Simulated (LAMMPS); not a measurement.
An MD run on a melt of SiC (zinc blende), 512 atoms, cooled from 4350 K to 300 K at 1e+14 K/s, at zero pressure.

Method: classical MD, pair style edip/multi, file SiC.edip, run in LAMMPS.

The state found is glass and the density is 2.61 g/cm³ (one sample). The volume per atom is 12.8 Å³ (one sample) and the enthalpy per atom is -5.823 eV (one sample). The first peak of g(r), C-Si comes out as 1.91 Å, height 8.4. The coordination number of C by Si comes out as 2.18 (counted to 2.22 Å) and the coordination number of Si by C comes out as 2.18 (counted to 2.22 Å). The first peak of g(r), C-C is 1.53 Å, height 10.9 and the coordination number of C by C is 1.43 (counted to 1.94 Å). The mean frequency of the velocity spectrum is 21.6 THz. The energy above the crystal at 0 K is 0.435 eV/atom and the cost comes out as around 2.3 core-minutes (rough).

Potential: file SiC.edip of the LAMMPS distribution.

Caution: at ambient pressure real SiC sublimes or decomposes before or as it melts, so this liquid is the model's.

| T (K) | volume (Å³/atom) |
|---|---|
| 4282 | 16.667 |
| 4148 | 16.328 |
| 4012 | 15.703 |
| 3878 | 15.327 |
| 3742 | 15.503 |
| 3608 | 15.072 |
| 3472 | 14.935 |
| 3338 | 14.614 |
| 3202 | 15.306 |
| 3068 | 14.858 |
| 2932 | 14.544 |
| 2798 | 14.550 |
| 2662 | 14.285 |
| 2528 | 14.306 |
| 2392 | 13.982 |
| 2258 | 13.976 |
| 2122 | 14.075 |
| 1988 | 13.626 |
| 1852 | 13.347 |
| 1718 | 13.385 |
| 1582 | 13.161 |
| 1448 | 13.206 |
| 1312 | 13.248 |
| 1178 | 13.124 |
| 1042 | 13.066 |
| 907.5 | 12.956 |
| 772.5 | 12.886 |
| 637.5 | 12.872 |
| 502.5 | 12.810 |
| 367.5 | 12.782 |

| q (1/Å) | number structure factor |
|---|---|
| 0.7200 | 0.227 |
| 0.9200 | 0.272 |
| 1.120 | 0.322 |
| 1.320 | 0.377 |
| 1.520 | 0.441 |
| 1.720 | 0.532 |
| 1.920 | 0.664 |
| 2.120 | 0.817 |
| 2.320 | 0.932 |
| 2.520 | 0.963 |
| 2.720 | 0.915 |
| 2.920 | 0.839 |
| 3.120 | 0.782 |
| 3.320 | 0.779 |
| 3.520 | 0.838 |
| 3.720 | 0.945 |
| 3.920 | 1.06 |
| 4.120 | 1.17 |
| 4.320 | 1.24 |
| 4.520 | 1.27 |
| 4.720 | 1.25 |
| 4.920 | 1.17 |
| 5.120 | 1.06 |
| 5.320 | 0.967 |
| 5.520 | 0.899 |
| 5.720 | 0.857 |
| 5.920 | 0.837 |
| 6.120 | 0.845 |
| 6.320 | 0.882 |
| 6.520 | 0.942 |
| 6.720 | 1.01 |
| 6.920 | 1.06 |
| 7.120 | 1.08 |
| 7.320 | 1.08 |
| 7.520 | 1.07 |
| 7.720 | 1.05 |
| 7.920 | 1.03 |
| 8.120 | 0.998 |
| 8.320 | 0.974 |
| 8.520 | 0.960 |
| 8.720 | 0.954 |
| 8.920 | 0.956 |
| 9.120 | 0.964 |
| 9.320 | 0.978 |
| 9.520 | 0.992 |
| 9.720 | 1.00 |
| 9.920 | 1.01 |
| 10.12 | 1.03 |
| 10.32 | 1.04 |
| 10.52 | 1.05 |
| 10.72 | 1.06 |
| 10.92 | 1.05 |
| 11.12 | 1.04 |
| 11.32 | 1.01 |
| 11.52 | 0.984 |
| 11.72 | 0.955 |
| 11.92 | 0.930 |
